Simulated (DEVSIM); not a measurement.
System: abrupt GaAs p-n junction, at 300 K.

```
layer (left to right)  material  thickness (μm)  Nd (cm⁻³)  Na (cm⁻³)  τn (s)  τp (s)
---------------------  --------  --------------  ---------  ---------  ------  ------
1                          GaAs            4.60          -     5.1e17    1e-8    1e-8
2                          GaAs            1.20     6.3e15          -    1e-8    1e-8
```

Left contact: ohmic. Right contact: ohmic. Voltage is applied to the left contact. Recombination: SRH at mid-gap. Mobility is μmin + (μ − μmin)/(1 + (N/Nref)^α).

Constants are typed, rounded textbook-type inputs, not results; the design itself was drawn at random and stands for no fabricated device. Values at 300 K.

```csv
parameter,GaAs
gap (eV),1.424
affinity (eV),4.07
permittivity,12.9
Nc (cm⁻³),4.7e17
Nv (cm⁻³),9e18
μn (cm²/Vs),8500
μp (cm²/Vs),400
"μn,min",500
"μp,min",20
"Nref,n",6e16
"Nref,p",1.5e17
αn,0.39
αp,0.38
```

Simulated with DEVSIM: 1D drift-diffusion, Boltzmann statistics, complete ionisation; no tunnelling, impact ionisation, image-force lowering or self-heating.

Tabulate band edges, carrier densities and field at zero bias.

Energies count from the Fermi level of the right contact; mesh points crowd at the junctions.

| x (μm) | Ec (eV) | Ev (eV) | n (cm⁻³) | p (cm⁻³) | field (V/cm) |
|---|---|---|---|---|---|
| 0.000 | 1.350 | -0.074 | < 1e2 | 5.1e17 | ≈ 0 |
| 0.02395 | 1.350 | -0.074 | < 1e2 | 5.1e17 | ≈ 0 |
| 0.07153 | 1.350 | -0.074 | < 1e2 | 5.1e17 | ≈ 0 |
| 0.1661 | 1.350 | -0.074 | < 1e2 | 5.1e17 | ≈ 0 |
| 0.4576 | 1.350 | -0.074 | < 1e2 | 5.1e17 | ≈ 0 |
| 0.9331 | 1.350 | -0.074 | < 1e2 | 5.1e17 | ≈ 0 |
| 1.878 | 1.350 | -0.074 | < 1e2 | 5.1e17 | ≈ 0 |
| 3.501 | 1.350 | -0.074 | < 1e2 | 5.1e17 | ≈ 0 |
| 4.059 | 1.350 | -0.074 | < 1e2 | 5.1e17 | ≈ 0 |
| 4.340 | 1.350 | -0.074 | < 1e2 | 5.1e17 | ≈ 0 |
| 4.481 | 1.350 | -0.074 | < 1e2 | 5.1e17 | ≈ 0 |
| 4.568 | 1.349 | -0.074 | < 1e2 | 5.0e17 | -450 |
| 4.596 | 1.326 | -0.098 | < 1e2 | 2.0e17 | -35000 |
| 4.617 | 1.229 | -0.195 | < 1e2 | 4.7e15 | -44000 |
| 4.673 | 0.993 | -0.431 | < 1e2 | 5.2e11 | -39000 |
| 4.767 | 0.669 | -0.755 | 2700000 | 1800000 | -31000 |
| 4.948 | 0.258 | -1.166 | 2.2e13 | < 1e2 | -15000 |
| 5.269 | 0.112 | -1.312 | 6.1e15 | < 1e2 | -180 |
| 5.599 | 0.111 | -1.312 | 6.3e15 | < 1e2 | ≈ 0 |
| 5.709 | 0.111 | -1.312 | 6.3e15 | < 1e2 | ≈ 0 |
| 5.765 | 0.111 | -1.312 | 6.3e15 | < 1e2 | ≈ 0 |
| 5.800 | 0.111 | -1.312 | 6.3e15 | < 1e2 | ≈ 0 |
